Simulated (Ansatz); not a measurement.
Worked example: self-consistent single point of YZnCuP₂ (P3m1, 5 atoms in the cell) in Ansatz (a first-principles code).

Computed with LDA (PW92), default PAW files made with PBE (plane waves; Ansatz).

The change in words: lattice scaled by 0.98; basis.ecutrho_ratio: default → 8. Reference geometry:
```xyz
5
Lattice="3.9753 0.0000 0.0000 -1.9876 3.4427 0.0000 0.0000 0.0000 6.5642" Properties=species:S:1:pos:R:3 pbc="T T T"
Y      0.0000     2.2951     6.5127
Zn     0.0000     0.0000     2.4715
Cu     1.9876     1.1476     4.1979
P      1.9876     1.1476     1.6850
P      0.0000     0.0000     4.8755
```

Reference input (self-consistent single point, DFT, LDA (PW92), plane waves, default PAW files made with PBE): basis.ecutwfc = 420 eV; kpoints.mp_grid.grid = 7 7 4; hamiltonian.xc = lda; hamiltonian.pseudopotentials = {kind: paw} (the program's default PAW files); scf.occupations.method = gaussian; scf.occupations.width = 0.1 eV. This run's input differs from it in these lines:

Ansatz 0.2 input:
```diff
@@ -3,5 +3,5 @@
   lattice:
-    - [3.975267, 0.000000, 0.000000]
-    - [-1.987634, 3.442683, 0.000000]
-    - [0.000000, 0.000000, 6.564198]
+    - [3.895762, 0.000000, 0.000000]
+    - [-1.947881, 3.373829, 0.000000]
+    - [0.000000, 0.000000, 6.432914]
   atoms:
@@ -14,2 +14,3 @@
   ecutwfc: 420.0
+  ecutrho_ratio: 8
 kpoints:
```

The program printed (abridged):

```
SCF iter   1: F=—  HF=-15003.613692 eV  |F-HF|=—  |Δ(HF+E_count)|=         —  Δρ=8.78e-3  dr2=3.27e-2  ethr=1.77e-3  ⟨swp⟩=6.5  Hψ=4044  notcnv=0
all-band conjugate gradients solve this SCF's bands
preconditioner: auto → Resta (q_TF=auto, 2.516 Å⁻¹)
SCF iter   2: F=—  HF=-15003.606499 eV  |F-HF|=—  |Δ(HF+E_count)|=   7.19e-3  Δρ=3.02e-3  dr2=7.19e-3  ethr=6.30e-5  ⟨swp⟩=2.1  Hψ=1599  notcnv=0  defer=1
   [... lines left out ...]
SCF iter   5: F=—  HF=-15003.604432 eV  |F-HF|=—  |Δ(HF+E_count)|=   1.00e-5  Δρ=1.81e-4  dr2=1.80e-5  ethr=6.92e-8  ⟨swp⟩=2.0  Hψ=1363  notcnv=0  defer=1
SCF iter   6: F=—  HF=-15003.604424 eV  |F-HF|=—  |Δ(HF+E_count)|=   8.22e-6  Δρ=6.91e-5  dr2=2.71e-6  ethr=3.46e-8  ⟨swp⟩=2.2  Hψ=1164  notcnv=0  defer=1
SCF iter   7: F=—  HF=-15003.604423 eV  |F-HF|=—  |Δ(HF+E_count)|=   1.04e-6  Δρ=2.03e-5  dr2=2.65e-7  ethr=5.22e-9  ⟨swp⟩=2.2  Hψ=1225  notcnv=0  defer=1
SCF iter   8: F=-15003.604423 eV  HF=-15003.604423 eV  |F-HF|=8.10e-9  |Δ(HF+E_count)|=   8.21e-8  Δρ=3.02e-6  dr2=1.10e-8  ethr=1.92e-10  ⟨swp⟩=9.3  Hψ=3915  notcnv=0
SCF 1 converged in 8 iterations: F = -15003.604423 eV  dr2 = 1.10e-8
Free energy (F): -15003.604423 eV
Internal energy: -15003.602726 eV  (E = F + TS)
E sigma→0 (E₀):  -15003.603574 eV
Entropy (-TS):   -0.001696 eV (-0.339 meV/atom)
Fermi energy:    11.660581 eV
--- Forces (eV/Å), atoms counted from 1 ---
  atom   1  Y      0.00000000     0.00000000    -0.37146028
  atom   2  Zn     0.00000000     0.00000000     0.01856600
  atom   3  Cu     0.00000000     0.00000000     0.12819626
  atom   4  P      0.00000000    -0.00000000     0.13077234
  atom   5  P      0.00000000     0.00000000     0.09392734
--- Stress (GPa, compression-positive) ---
       -1.533021       0.000000       0.000000
        0.000000      -1.533021       0.000000
        0.000000       0.000000      -1.854005
  P = ⅓ Tr σ = -1.6400 GPa (-16.400 kbar)
  The stress holds the Pulay correction. Without it, at fixed plane waves, as pw.x and ABINIT print it: P = -1.6988 GPa
```

The run converged in 8 iterations. Against the reference run the free energy drops by 30.4 meV/atom, the pressure goes from -7.26 to -1.64 GPa and the largest force goes from 0.465 to 0.371 eV/Å.

The starting cell comes from a database of computed structures (which also holds hypothetical and non-ambient phases and stackings), without a prior relaxation at this level. Its lattice was rescaled by up to half a per cent. One atom was moved a little off its site on purpose. For this run, on top of that: lattice scaled by 0.98. Spin polarisation is off. Ansatz's pressure includes its estimate of the finite-basis (Pulay) stress.
